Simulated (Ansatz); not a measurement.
**A computed series for Nb2AsC: pressure series**

Start from Nb2AsC (space group P6_3/mmc, No. 194; a = 3.299 Å, c = 11.908 Å; a cell from a computed database, its experimental status unchecked).

Cell and atoms are relaxed at each pressure.

The values are results of Kohn–Sham DFT with the PBEsol functional, run in Ansatz (a program for electronic structure) with PAW and 420 eV plane waves, without spin-orbit coupling, not measurements.

```csv
pressure (GPa),volume per atom (Å³/atom)
0,14.028
0.3,14.009
0.7,13.984
1.5,13.935
3,13.844
5,?
7.5,13.592
```

Q: Fit the third-order Birch–Murnaghan form P(V) = (3B₀/2)[(V₀/V)^(7/3) − (V₀/V)^(5/3)]·[1 + (3/4)(B₀′ − 4)((V₀/V)^(2/3) − 1)] (squares taken in P) to the rows shown and predict the withheld row.

A: Least squares on the printed values gives V₀ = 14.028 Å³/atom, B₀ = 221 GPa, B₀′ = 4.7; this predicts 13.729 Å³/atom, and the run gives 13.729 Å³/atom, in agreement.

Load acts through the strain it causes; cell and atoms are relaxed under it. No phonon test of stability was made. Competing high-pressure phases were not computed. All final runs are without spin polarisation.
